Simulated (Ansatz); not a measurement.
The reference is Ti in the hcp (Mg type) structure (space group P6_3/mmc, No. 194; relaxed with 0.1 eV smearing).

```yaml
crystal:
  lattice:
    - [2.93639, 0.00000, 0.00000]
    - [-1.46820, 2.54299, 0.00000]
    - [0.00000, 0.00000, 4.64022]
  atoms:
    - { symbol: Ti, position: [0.66667, 0.33333, 0.75000] }
    - { symbol: Ti, position: [0.33333, 0.66667, 0.25000] }
```

Cartesian axes are those of the cell as printed.

Calculations: r2SCAN (Ansatz, a program for electronic structure), no spin-orbit coupling.

Perturbation: uniaxial strain ε_xx = −2.00 %, all other strain components held at zero; the atoms relax in the strained cell.

Question: Predict the stress tensor and what it implies for the stiffness.

Answer: Stress of the strained cell less that of the base (GPa, compression positive):
```
    3.8     0.0     0.0
    0.0     2.0     0.0
    0.0     0.0     1.5
```

Then −Δσ_ii/ε with ε = -0.0200 gives secant stiffness values (nonlinear terms included at this strain): C11 ≈ 188 GPa, C12 ≈ 102 GPa and C13 ≈ 77 GPa.

Whether these cells are dynamically stable was not tested. The final runs are not spin-polarised.
